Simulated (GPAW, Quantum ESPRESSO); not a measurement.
A GPAW input for a self-consistent single point of TiMo₃ (Immm, 4 atoms in the cell) (DFT LDA (Perdew-Wang 92), plane waves, GPAW PAW datasets LDA (gpaw-data 1.0.1)):

```python
from ase import Atoms
from ase.units import GPa
from gpaw import GPAW

atoms = Atoms(['Ti', 'Mo', 'Mo', 'Mo'],
              cell=[[-1.563455, 2.183773, 4.420927],
                    [1.563455, -2.183773, 4.420927],
                    [1.563455, 2.183773, -4.420927]],
              scaled_positions=[[0.500000, 0.000000, 0.500000],
                                [0.756590, 0.756590, 0.000000],
                                [0.243410, 0.243410, 0.000000],
                                [0.000000, 0.500000, 0.500000]],
              pbc=True)

calc = GPAW(mode={'name': 'pw', 'ecut': 800},
            xc='LDA',
            kpts=(7, 7, 7),
            occupations={'name': 'fermi-dirac', 'width': 0.1},
            nbands=-8,
            convergence={'density': 1e-05, 'energy': 1e-05},
            symmetry={'symmorphic': False, 'tolerance': 0.0005},
            maxiter=150)

atoms.calc = calc

energy = atoms.get_potential_energy()
print('Energy (eV):', round(energy, 6))
forces = atoms.get_forces()
print('Forces (eV/Ang):')
print(forces.round(5))
stress = atoms.get_stress()
print('Stress (GPa, Voigt):', (stress / GPa).round(4))
```

### Question
Write the same calculation as an input for Quantum ESPRESSO.

### Answer
One input that does it (others would too):

```fortran
&CONTROL
  calculation = 'scf',
  prefix = 'run',
  outdir = './work',
  pseudo_dir = './',
  tprnfor = .true.,
  tstress = .true.,
/
&SYSTEM
  ibrav = 0,
  nat = 4,
  ntyp = 2,
  ecutwfc = 85,
  occupations = 'smearing',
  smearing = 'fd',
  degauss = 0.0073499,
/
&ELECTRONS
  conv_thr = 1.0d-9,
  mixing_beta = 0.3,
/
ATOMIC_SPECIES
Ti    47.8670  Ti.upf
Mo    95.9500  Mo.upf
CELL_PARAMETERS {angstrom}
  -1.563455000     2.183773000     4.420927000
   1.563455000    -2.183773000     4.420927000
   1.563455000     2.183773000    -4.420927000
ATOMIC_POSITIONS {crystal}
Ti    0.500000000    0.000000000    0.500000000
Mo    0.756590000    0.756590000    0.000000000
Mo    0.243410000    0.243410000    0.000000000
Mo    0.000000000    0.500000000    0.500000000
K_POINTS {automatic}
7 7 7  0 0 0
```

Basis, cutoffs, solver keys and any potentials are the target program's own. This input uses DFT, LDA (PW92), plane waves, PseudoDojo standard norm-conserving (LDA) pseudopotentials. LDA parametrisations can differ slightly between programs.

The starting cell comes from a database of computed structures (which also holds hypothetical and non-ambient phases and stackings), without a prior relaxation at this level. Its lattice was rescaled by a random factor within 2.5 % of one.
